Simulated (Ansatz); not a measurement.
The reference is PtSe₂ in the CdI2 type structure (space group P-3m1, No. 164; a = 3.772 Å, c = 4.821 Å; layered; relaxed with 0.1 eV smearing). Axes: x lies along a and z along c of the hexagonal cell.

The values are results of PBE-D3(BJ) (Ansatz, a first-principles code, PAW, no spin-orbit coupling), not measurements.

The change: uniaxial strain ε_zz = −1.50 %, all other strain components held at zero, atoms relaxed at fixed cell.

**Question.** Predict the new stress, energy relative to the base and largest internal atomic displacement.

**Answer.** The stress (xx, yy, zz, yz, xz, xy; compression positive) is (0.7, 0.7, 1.0, 0.0, 0.0, 0.0) GPa; the energy grows by 0.9 meV/atom; the largest internal atomic displacement comes out as 0.013 Å.

Stability against distortions was not tested. All final runs are without spin polarisation.
